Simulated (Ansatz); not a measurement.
Take BaTiHO2 (space group P4/mmm, No. 123; a = 3.994 Å, c = 3.914 Å; ferromagnetic; a hypothetical phase, not in the database extracts checked) as the base. Axes: x, y, z lie along a, b, c of the conventional cell.

Perturbation: uniaxial strain ε_zz = −4.46 %, all other strain components held at zero; the atoms relax in the strained cell.

Levels (all Ansatz, an electronic-structure program, PAW): PBEsol (420 eV, spin-orbit coupling left out); r2SCAN (500 eV, scalar-relativistic without spin-orbit coupling).

The geometry is relaxed with PBEsol.

```
Property                           Value
--------------------------  ------------
PBEsol magnetic state       non-magnetic
PBEsol largest site moment       0.00 μB
PBEsol pressure                  5.0 GPa
```

Q: Predict the magnetic state, largest site moment and pressure from r2SCAN.

A: The magnetic state changes from non-magnetic to ferromagnetic; the largest site moment goes from zero to 0.53 μB; the pressure increases by 5.6 GPa to 10.6 GPa.

Other magnetic orders, which the real material may have, were not ruled out. Single points use the geometry relaxed with PBEsol. Their cutoffs differ, which shifts pressures a little. Stability against distortions was not tested. Seeded moments were not kept for uniaxial strain ε_zz = −4.46 %. No Hubbard U is applied, and correlation can decide whether such a compound is a metal.
